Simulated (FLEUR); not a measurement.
Input and output of a self-consistent single point for Tl (P6_3/mmc, 4 atoms in the cell) (FLEUR).

Level of theory: LDA (Perdew-Zunger), all-electron FLAPW (FLEUR), scalar-relativistic valence in FLEUR.

```
CELL_PARAMETERS angstrom
      3.47706     0.00000     0.00000
     -1.73853     3.01122     0.00000
      0.00000     0.00000    11.16421
ATOMIC_POSITIONS crystal
  Tl 0.00000 0.00000 0.00000
  Tl 0.00000 0.00000 0.50000
  Tl 0.33333 0.66667 0.25000
  Tl 0.66667 0.33333 0.75000
```

Reference input (self-consistent single point, DFT, PBE, all-electron FLAPW (FLEUR), scalar-relativistic valence): Kmax = 3.8 1/bohr; GmaxXC = 13.3 1/bohr; xcFunctional = pbe; jspins = 1; l_soc = F; mode = hist; fermiSmearingEnergy = 0.00367493 Htr; mesh (inpgen div1-3) = 11 11 3; inpgen gamma flag = false; Gmax = 13.3 1/bohr; numbands = 0; maxIterBroyd = 99. This run's input differs from it in these lines:

```diff
@@ -16,2 +16,3 @@
 &comp jspins=1 /
+&exco xctyp='pz' /
 &kpt div1=11 div2=11 div3=3 /
@@ -28,3 +29,3 @@
       <coreElectrons ctail="T" frcor="F" kcrel="0" coretail_lmax="0"/>
-      <xcFunctional name="pbe" relativisticCorrections="F"/>
+      <xcFunctional name="pz" relativisticCorrections="F"/>
       <magnetism jspins="1"/>
```

Output, abridged:

```
 Iteration:     1   Distance:       6.05196395 me/bohr^3
 Iteration:     2   Distance:       5.63263927 me/bohr^3
 Iteration:     3   Distance:       1.61434787 me/bohr^3
 Iteration:     4   Distance:       0.33300782 me/bohr^3
 Iteration:     5   Distance:       0.44129755 me/bohr^3
   [... 4 lines left out ...]
 Iteration:    10   Distance:       0.00047354 me/bohr^3
 Iteration:    11   Distance:       0.00036242 me/bohr^3
 Iteration:    12   Distance:       0.00027670 me/bohr^3
 Iteration:    13   Distance:       0.00000644 me/bohr^3
 Run finished successfully
 Stop message:
   Structural relaxation: Done

[file out, last iteration]
             iter=     14
[...]
          total density-effective poten   -1.4406182488E+05
          total charge density-energy d   -1.4836701836E+03
 Updated energy parameters for spin:           1
[...]
 fermi energy and band-weighting factors:

[...]
FERMIE:
          first approx. to ef    (T=0)  :   0.247480 htr   (energy of the highest occ. eigenvalue)
          number of occ. states  (T=0)  :        830
          first approx. to seigv (T=0)  :  -5.487542 htr
          sum of weights of occ. states :  26.008264
          sum of semicore charge        :   0.000000 e
FERHIS:  Fermi-Energy by histogram:
          bandgap                     :   0.000323 htr
   [... lines left out ...]
          charge neutrality (T=0)     :   0.016529    (zero if the highest occ. eigenvalue is "entirely" occupied)
     EF_NEWTON:  Adjust Fermi-Energy by Newton-Method.
 Direct bandgap for spin            1 :    1.2875743611220763E-002  Htr
 ---->    free energy=                    -81111.6734636419 htr
   [... lines left out ...]
      extrapolation for T->0
 ---->    total electron energy=          -81111.6722288010 htr
 ***** TOTAL FORCES ON ATOMS *****
 TOTAL FORCE FOR ATOM TYPE=  1  X=  0.000   Y=  0.000   Z=  0.000
                       FX_TOT= 0.000000 FY_TOT= 0.000000 FZ_TOT= 0.000000
 TOTAL FORCE FOR ATOM TYPE=  2  X=  3.285   Y= -1.897   Z=  5.274
                       FX_TOT= 0.000000 FY_TOT= 0.000000 FZ_TOT= 0.000000
 Structural relaxation: Done
```

The run converged in 13 iterations. FLEUR gives forces in its relaxation mode, with a further iteration, so its stop message speaks of a relaxation. 

The starting cell comes from a database of computed structures (which also holds hypothetical and non-ambient phases and stackings), without a prior relaxation at this level. Its lattice was rescaled by a random factor within 2.5 % of one. Spin-orbit coupling is off. Values depend on the basis (sphere radii, cutoffs, local orbitals), which need not be converged. The log's line on a gap gives a spacing of levels on this mesh, which the program prints for metals too.

Cost on one core of a shared machine: roughly 2 min.
